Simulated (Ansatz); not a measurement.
## What tensor shear ε_xz = +1.00 % does to CdS

Take CdS in the wurtzite structure (space group P6_3mc, No. 186; a = 4.1244 Å, c = 6.7082 Å) as the base. Axes: x lies along a and z along c of the hexagonal cell.

Modification: tensor shear ε_xz = +1.00 % (engineering shear γ = 0.0200); the atoms relax in the strained cell.

All numbers come from DFT with PBEsol, PAW potentials and a 420 eV plane-wave cutoff in Ansatz (a first-principles code), no spin-orbit coupling. k-mesh 9×9×5 (Γ-centred); smearing 0.05 eV (Fermi–Dirac).

| quantity | base | changed | shift |
|---|---|---|---|
| shortest interatomic distance | 252.1 pm | 252.0 pm | -0.1 pm |
| energy relative to the base (free energy F) | 0 meV/atom | +0.5 meV/atom | +0.5 meV/atom |
| band gap | 1.09 eV | 1.07 eV | -0.02 eV |
| gap character | direct at Γ | direct at Γ | – |
| electron mass | 0.11 mₑ along c, 0.12 mₑ across (at Γ) | 0.11 mₑ along z, 0.12 mₑ across (at Γ) | – |
| valence-band top at Γ (three highest levels, from the VBM) | 0.00, 0.00, -0.05 eV | 0.00, -0.02, -0.08 eV | – |
| stress (xx, yy, zz, yz, xz, xy; compression positive) | – | (-0.02, 0.00, 0.01, 0.00, -0.30, 0.00) GPa | – |

Effective masses come from finite differences of ±0.01 Å⁻¹. Whether these cells are dynamically stable was not tested. Labels are those of the standard path for the cell's own space group.
